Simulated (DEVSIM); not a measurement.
## double heterostructure, Si between p- and n-type GaP

System: double heterostructure, Si between p- and n-type GaP, at 400 K.

| layer (left to right) | material | thickness (μm) | Nd (cm⁻³) | Na (cm⁻³) | τn (s) | τp (s) |
|---|---|---|---|---|---|---|
| 1 | GaP | 0.380 | - | 1e18 | 2.9e-8 | 9.7e-7 |
| 2 | Si | 0.290 | 8.2e15 | - | 9.7e-7 | 9.7e-7 |
| 3 | GaP | 0.800 | 6.2e17 | - | 9.7e-7 | 9.7e-7 |

Left contact: ohmic. Right contact: ohmic. Voltage is applied to the left contact. Recombination: SRH at mid-gap, radiative. Mobility is μmin + (μ − μmin)/(1 + (N/Nref)^α).

The device is made up for the run: typed textbook-type constants, with dimensions and the other settings drawn at random. Values at 300 K; Nc and Nv go as T^1.5, mobilities as T to minus their exponent, the gap by Varshni's rule with the affinity fixed.

| parameter | GaP | Si |
|---|---|---|
| gap (eV) | 2.26 | 1.124 |
| affinity (eV) | 3.8 | 4.05 |
| permittivity | 11.1 | 11.7 |
| Nc (cm⁻³) | 1.8e19 | 2.86e19 |
| Nv (cm⁻³) | 1.9e19 | 3.1e19 |
| μn (cm²/Vs) | 250 | 1417 |
| μp (cm²/Vs) | 150 | 470 |
| μn,min | 10 | 52 |
| μp,min | 10 | 45 |
| Nref,n | 4.4e18 | 9.7e16 |
| Nref,p | 1e18 | 2.2e17 |
| αn | 0.8 | 0.68 |
| αp | 0.85 | 0.72 |
| T exponent of μn | 1.6 | 2.3 |
| T exponent of μp | 1.98 | 2.2 |
| B (cm³/s) | 1e-13 | 4.7e-15 |
| Varshni α (eV/K) | 0.00058 | 0.000473 |
| Varshni β (K) | 372 | 636 |

Model (solved in DEVSIM): 1D drift-diffusion, Boltzmann statistics, complete ionisation; no tunnelling, impact ionisation, image-force lowering or self-heating. Band offsets follow the typed affinities; no thermionic-emission limit at abrupt steps, no polarisation charge.

```
Quantity                                         Value
---------------------------------------------  -------
Potential step across the device at zero bias  1.970 V
Dark forward voltage at 1 A/cm²                1.057 V
Dark forward voltage at 100 A/cm²              1.477 V
```

Dark forward current:

```json
[
 {"V (V)": "0.05", "J (A/cm²)": "2.4e-6"},
 {"V (V)": "0.15", "J (A/cm²)": "1.9e-5"},
 {"V (V)": "0.30", "J (A/cm²)": "0.00022"},
 {"V (V)": "0.40", "J (A/cm²)": "0.00091"},
 {"V (V)": "0.55", "J (A/cm²)": "0.0057"},
 {"V (V)": "0.65", "J (A/cm²)": "0.018"},
 {"V (V)": "0.75", "J (A/cm²)": "0.050"},
 {"V (V)": "0.90", "J (A/cm²)": "0.22"},
 {"V (V)": "1.00", "J (A/cm²)": "0.58"},
 {"V (V)": "1.10", "J (A/cm²)": "1.5"},
 {"V (V)": "1.25", "J (A/cm²)": "6.8"},
 {"V (V)": "1.35", "J (A/cm²)": "20"},
 {"V (V)": "1.50", "J (A/cm²)": "140"},
 {"V (V)": "1.60", "J (A/cm²)": "570"}
]
```
